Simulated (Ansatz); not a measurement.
Defect: Hf-vacancy pair (Hf on one host Ru site, one Ru site vacant) in hcp Ru, neutral cell. These are PBE, PAW (plane waves to 420 eV; Ansatz, a quantum-chemistry and plane-wave program) values and carry that method's errors.

Settings: 36 host sites, the relaxed PBE lattice, a 2×2×2 k-point mesh shifted by half a step along c, smearing 0.10 eV, spin-restricted, no image-charge correction. Energies are static. Spin-orbit coupling is left out. Forms of the defect that were not tried may lie lower.

Barriers: single points on a 4×4×4 k-point mesh shifted by half a step along c at the bands' geometries (they differ from the bands' own by up to 0.14 eV, and are uncertain by about as much).

Relaxed starting cell (atoms counted from 1):

```xyz
35
Lattice="8.1642 0.0000 0.0000 -4.0821 7.0704 0.0000 0.0000 0.0000 8.5861" Properties=species:S:1:pos:R:3 pbc="T T T"
Hf    -0.1108     1.5187     1.2865
Ru    -0.0297     1.5657     5.4089
Ru    -1.4112     3.9515     1.0937
Ru    -1.3963     3.9259     5.4051
Ru    -2.7366     6.2471     1.0939
Ru    -2.7511     6.2722     5.4050
Ru     2.7114     1.5788     1.1000
Ru     2.7256     1.6018     5.4258
Ru     1.3520     3.9334     1.1001
Ru     1.3791     3.9337     5.4260
Ru    -0.0165     6.2870     1.0930
Ru    -0.0108     6.2903     5.4074
Ru     5.3653     1.5651     1.0850
Ru     5.4471     1.5621     5.3691
Ru     4.0520     3.9226     1.1056
Ru     4.0632     3.9286     5.4067
Ru     2.6670     6.2385     1.0850
Ru     2.7056     6.3102     5.3689
Ru     1.4308     0.7748     3.3359
Ru     1.3297     0.7877     7.5193
Ru     0.0156     3.2258     3.3360
Ru    -0.0235     3.1316     7.5194
Ru    -1.3746     5.5030     3.2557
Ru    -1.3803     5.4995     7.5344
Ru     4.0661     0.7797     3.2568
Ru     4.0651     0.7768     7.5286
Ru     2.6927     3.1376     3.2523
Ru     2.6983     3.1406     7.5495
Ru     1.3374     5.5057     3.2568
Ru     1.3344     5.5063     7.5287
Ru     6.7653     0.7750     7.4926
Ru     5.4318     3.1541     3.2530
Ru     5.4293     3.1321     7.5505
Ru     4.0768     5.5014     3.2528
Ru     4.0563     5.5101     7.5500
```

End state 1 differs by these moves (Å; atoms that move under 0.08 Å are left out):

```csv
atom,element,Δx,Δy,Δz
1,Hf,-1.18,-0.68,1.78
```

Task: What forward and backward barriers to end state 1 does PBE, PAW give?

Result: forward 0.56 eV, backward 0.56 eV; at the saddle point atom 1 has neighbours 4 Ru at 2.53, 4 Ru at 3.04 Å. The saddle point's order was not checked, and it lies on a symmetry element of the cell, where a band can be held.
